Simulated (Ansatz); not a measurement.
Base system: Bi₂Se₃ in the Bi2Te3 type structure (space group R-3m, No. 166; a = 4.145 Å, c = 29.268 Å (hexagonal axes)). Axes: x lies along a and z along c of the hexagonal cell.

Calculations: DFT with r2SCAN+rVV10, PAW potentials and a 500 eV plane-wave cutoff in Ansatz (an electronic-structure program), no SOC, earlier PAW set.

Before the change:

| Property | Value |
|---|---|
| Pressure | 0.00 GPa |

It is then changed as follows: biaxial strain −1.95 %, plane normal [001], relaxed out of plane (Cartesian); in-plane vectors clamped, the third vector and the atoms free.

### Question
What happens to the pressure and energy relative to the base?

### Answer
The pressure (mean of the normal stresses, compression positive) goes from zero to 1.22 GPa; the energy goes up by 6.3 meV/atom.

Whether these cells are dynamically stable was not tested.
